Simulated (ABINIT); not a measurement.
A self-consistent single point of C (P-1, 2 atoms in the cell) with ABINIT.

Level of theory: PBEsol, norm-conserving pseudopotentials (PseudoDojo nc-sr-04 PBEsol standard) (plane waves; ABINIT).

```xyz
2
Lattice="2.1816 0.0000 0.0000 -1.0908 1.8893 0.0000 0.0000 0.0000 3.5421" Properties=species:S:1:pos:R:3 pbc="T T T"
C     -0.0621     1.2189     0.8888
C      1.1529     0.6705     2.6533
```

Reference input (self-consistent single point, DFT, PBE, plane waves, norm-conserving pseudopotentials (PseudoDojo nc-sr-05 PBE standard)): pseudos = [C.upf]; ecut = 41 Ha; occopt = 7; tsmear = 0.00183747 Ha; ngkpt = 14 14 8; nshiftk = 1; shiftk = 0 0 0; potentials = PseudoDojo nc-sr-05 PBE standard; nband = 9; kptopt = 1; nstep = 60; tolvrs = 1e-12. This run's input differs from it in these lines:

```diff
@@ -1,2 +1,2 @@
-# C, PseudoDojo nc-sr-05 PBE standard
+# C, PseudoDojo nc-sr-04 PBEsol standard
 pp_dirpath "./"
```

Its files differ too (potentials: PseudoDojo nc-sr-05 PBE standard → PseudoDojo nc-sr-04 PBEsol standard).

The program printed (abridged):

```
--- !BeginCycle
solver: {iscf: 7, nstep: 60, nline: 4, wfoptalg: 0, }
tolerances: {tolvrs: 1.00E-12, }
...

     iter   Etot(hartree)      deltaE(h)  residm     vres2
 ETOT  1  -11.681252248610    -1.168E+01 2.062E-01 5.046E-01
 ETOT  2  -11.688660268231    -7.408E-03 2.761E-02 8.740E-03
 ETOT  3  -11.688661403957    -1.136E-06 1.722E-03 7.114E-04
 ETOT  4  -11.688661495009    -9.105E-08 1.798E-03 1.030E-04
 ETOT  5  -11.688661508122    -1.311E-08 8.469E-04 3.916E-07
 ETOT  6  -11.688661508199    -7.683E-11 8.903E-04 2.995E-09
 ETOT  7  -11.688661508199    -5.826E-13 5.358E-04 1.253E-11
 ETOT  8  -11.688661508199    -6.217E-14 4.079E-04 1.052E-13
 At SCF step    8       vres2   =  1.05E-13 < tolvrs=  1.00E-12 =>converged.

 Cartesian components of stress tensor (hartree/bohr^3)
  sigma(1 1)=  5.91433527E-04  sigma(3 2)= -7.47034324E-07
  sigma(2 2)=  5.30804124E-04  sigma(3 1)= -2.07029048E-06
  sigma(3 3)=  3.42227590E-04  sigma(2 1)=  4.80697245E-05

 ----iterations are completed or convergence reached----

 reduced coordinates (array xred) for    2 atoms
       0.294096999992      0.645136999993      0.250928000006
       0.705903000008      0.354863000007      0.749071999994
 cartesian forces (eV/Angstrom) at end:
    1     -0.83040469728096    -0.49950933047118     0.05747674796719
    2      0.83040469728096     0.49950933047118    -0.05747674796719
 frms,max,avg= 5.6047156E-01 8.3040470E-01   0.000E+00  0.000E+00  0.000E+00 e/A
   [... lines left out ...]
 Fermi (or HOMO) energy (eV) =   7.87045   Average Vxc (eV)= -12.97043
   [... lines left out ...]
total_energy        : -1.16886615081992E+01
total_energy_eV     : -3.18064655109214E+02
band_energy         :  2.45074701682140E-01
...

-Cartesian components of stress tensor (GPa)         [Pressure= -1.4362E+01 GPa]
- sigma(1 1)=  1.74005722E+01  sigma(3 2)= -2.19785049E-02
- sigma(2 2)=  1.56167939E+01  sigma(3 1)= -6.09100385E-02
- sigma(3 3)=  1.00686816E+01  sigma(2 1)=  1.41425988E+00

 Calculation completed.
```

The run converged in 8 iterations. Against the reference run the pressure goes from -7.12 to -14.36 GPa and the largest force goes from 0.987 to 0.971 eV/Å.

The starting cell was generated: these elements placed on a structure prototype, without a prior relaxation; it need not be a known phase or ordering of this composition. Its atoms were displaced at random from the sites of space group no. 194. With a pressure of about -14 GPa the cell is away from its equilibrium volume at this level.

Cost on one core of a shared machine: roughly 5 min.
